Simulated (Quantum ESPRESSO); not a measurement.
Quantum ESPRESSO run on Al2CuIr (Cmme, 8 atoms in the cell): self-consistent single point.

Method: LDA (PZ), GBRV 1.5 ultrasoft (LDA) pseudopotentials (plane waves; Quantum ESPRESSO).

```xyz
8
Lattice="2.5348 -4.0279 0.0000 2.5348 4.0279 0.0000 0.0000 0.0000 5.2031" Properties=species:S:1:pos:R:3 pbc="T T T"
Al     1.2674     0.0000     2.6015
Al     3.8023     0.0000     2.6015
Al     2.5348    -2.0140     0.8943
Al     2.5348     2.0140     4.3087
Cu     1.2674     0.0000     0.0000
Cu     3.8023     0.0000     0.0000
Ir     2.5348     2.0140     1.6628
Ir     2.5348    -2.0140     3.5403
```

Reference input (self-consistent single point, DFT, LDA (PZ), plane waves, GBRV 1.5 ultrasoft (LDA) pseudopotentials): ecutwfc = 50 Ry; ecutrho = 400 Ry; occupations = smearing; smearing = marzari-vanderbilt; degauss = 0.0099958 Ry; potentials = {Al: al_lda_v1.uspp.F.UPF, Cu: cu_lda_v1.2.uspp.F.UPF, Ir: ir_lda_v1.2.uspp.F.UPF}; K_POINTS = automatic 4 4 4 1 1 1; conv_thr = 1e-10 Ry. This run's input differs from it in these lines:

```diff
@@ -12,4 +12,4 @@
   ntyp = 3,
-  ecutwfc = 50,
-  ecutrho = 400,
+  ecutwfc = 75,
+  ecutrho = 600,
   occupations = 'smearing',
```

Output, abridged:

```
     Self-consistent Calculation

     iteration #  1     ecut=    75.00 Ry     beta= 0.70

     negative rho (up, down):  5.305E-01 0.000E+00

     total energy              =   -1192.04426964 Ry
     estimated scf accuracy    <       9.72045698 Ry

     iteration #  2     ecut=    75.00 Ry     beta= 0.70

     negative rho (up, down):  6.161E-01 0.000E+00

     total energy              =   -1194.95445368 Ry
     estimated scf accuracy    <      22.50369299 Ry

     iteration #  3     ecut=    75.00 Ry     beta= 0.70

     negative rho (up, down):  6.214E-01 0.000E+00

     WARNING: integrated charge=    80.00017157, expected=    80.00000000

     total energy              =   -1197.81564329 Ry
     estimated scf accuracy    <       0.64749938 Ry

   [... 11 blocks of this kind left out ...]

     iteration # 15     ecut=    75.00 Ry     beta= 0.70

     negative rho (up, down):  6.227E-01 0.000E+00

     total energy              =   -1197.84776109 Ry
     estimated scf accuracy    <          1.3E-09 Ry

     iteration # 16     ecut=    75.00 Ry     beta= 0.70

     negative rho (up, down):  6.227E-01 0.000E+00
     End of self-consistent calculation

     the Fermi energy is    15.3428 ev

!    total energy              =   -1197.84776109 Ry
     estimated scf accuracy    <          3.9E-12 Ry
     smearing contrib. (-TS)   =      -0.00034885 Ry
     internal energy E=F+TS    =   -1197.84741224 Ry

     convergence has been achieved in  16 iterations

     negative rho (up, down):  6.227E-01 0.000E+00

     Forces acting on atoms (cartesian axes, Ry/au):

     atom    1 type  1   force =     0.00000000    0.00000000    0.00000000
     atom    2 type  1   force =     0.00000000    0.00000000    0.00000000
     atom    3 type  1   force =     0.00000000    0.00000000   -0.00233956
     atom    4 type  1   force =     0.00000000    0.00000000    0.00233956
     atom    5 type  2   force =     0.00000000    0.00000000    0.00000000
   [... lines left out ...]
     Total force =     0.004900     Total SCF correction =     0.000003
   [... lines left out ...]

     negative rho (up, down):  6.227E-01 0.000E+00
          total   stress  (Ry/bohr**3)                   (kbar)     P=      -51.39
  -0.00032394   0.00000000   0.00000000          -47.65        0.00        0.00
   0.00000000  -0.00034841   0.00000000            0.00      -51.25        0.00
   0.00000000   0.00000000  -0.00037568            0.00        0.00      -55.26

   JOB DONE.
```

The run converged in 16 iterations. Against the reference run the free energy falls by 13.6 meV/atom, the pressure goes from -5.36 to -5.14 GPa and the largest force hardly changes (0.065 to 0.066 eV/Å). The full log also holds: “WARNING: integrated charge=    80.00017157, expected=    80.00000000”. The full log also holds: “WARNING: integrated charge=    79.99991498, expected=    80.00000000”.

The starting cell comes from a database of computed structures (which also holds hypothetical and non-ambient phases and stackings), without a prior relaxation at this level. Spin polarisation is off.

Cost on one core of a shared machine: roughly 2 min.
